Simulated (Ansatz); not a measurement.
An Ansatz (a first-principles code) input (PBEsol-D3(BJ), PAW, 420 eV (Ansatz; spin-orbit coupling left out)):

Ansatz 0.2 input:
```yaml
crystal:
  lattice:
    - [3.6851468956, 0, 0]
    - [1.8425734478, 3.1914308282, 0]
    - [0, 0, 26.0413708226]
  atoms:
    - { symbol: As, position: [0.6666666667, 0.6666666667, 0.2818948296] }
    - { symbol: As, position: [1, 0, 0.3325993463] }
    - { symbol: As, position: [1.3333333333, 0.3333333333, 0.4111158756] }
    - { symbol: As, position: [1.6666666667, -0.3333333333, 0.4611563829] }
    - { symbol: As, position: [2, 0, 0.5388436171] }
    - { symbol: As, position: [2.3333333333, -0.6666666667, 0.5888841244] }
    - { symbol: As, position: [2.6666666667, -0.3333333333, 0.6674006537] }
    - { symbol: As, position: [3, -1, 0.7181051704] }
basis: { ecutwfc: 420, ecutrho_ratio: 4, xc_grid: 2, fft_grid_basis: typed }
kpoints: { mp_grid: { grid: [15, 15, 1] } }
hamiltonian:
  xc: pbesol
  dispersion: d3bj
  pseudopotentials: { kind: paw }
scf: { occupations: { method: fermi_dirac, width: 0.05 } }
relax: { f_tol: 0.01, max_steps: 60, cell: { stress_tol: 0.02, fix: [c, alpha, beta] } }
output: { forces: true, stress: true }
checkpoint: { write: state.ck, write_every: 1000 }
```

Which symmetry and how many k-points will the program report, and about how many plane waves at Γ?

Space group P-3m1 (ITA 164) with 12 operations, k-points 27 of 225, and 6015 plane waves at Γ.

Whether these cells are dynamically stable was not tested. The cell was made from As in the A7 type structure (space group R-3m, No. 166; layered) by this change: a free-standing slab of 4 layers (8 atoms, 2 a layer) is cut normal to the stacking axis, with 15 Å of vacuum and the in-plane cell relaxed.
